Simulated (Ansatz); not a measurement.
## Ge: pressure series

Start from Ge (space group Im-3m, No. 229; a = 7.005 Å; a model cell, its experimental status unchecked).

Cell and atoms are relaxed at each pressure.

Level of theory: Kohn–Sham DFT with the PBEsol functional, run in Ansatz (a quantum-chemistry and plane-wave program) with PAW and 420 eV plane waves, no spin-orbit coupling.

Notes on the quantities. enthalpy: H = E + PV relative to the base's energy.

```tsv
change	enthalpy	shortest interatomic distance	density
base	–	2.477 Å	4.21 g/cm³
pressure −2 GPa	-0.37 eV/atom	2.513 Å	4.03 g/cm³
pressure −1 GPa	-0.18 eV/atom	2.494 Å	4.12 g/cm³
pressure 0.3 GPa	+0.05 eV/atom	2.472 Å	4.23 g/cm³
pressure 0.7 GPa	+0.12 eV/atom	2.466 Å	4.27 g/cm³
pressure 1.5 GPa	+0.26 eV/atom	2.454 Å	4.33 g/cm³
pressure 3 GPa	+0.52 eV/atom	2.434 Å	4.44 g/cm³
pressure 5 GPa	+0.86 eV/atom	2.410 Å	4.57 g/cm³
pressure 7.5 GPa	+1.26 eV/atom	2.384 Å	4.72 g/cm³
pressure 10 GPa	+1.65 eV/atom	2.362 Å	4.85 g/cm³
```

Load acts through the strain it causes; cell and atoms are relaxed under it. Stability against distortions was not tested. No other phases were tried under pressure. This is not the structure that Ge has at room temperature and ambient pressure.
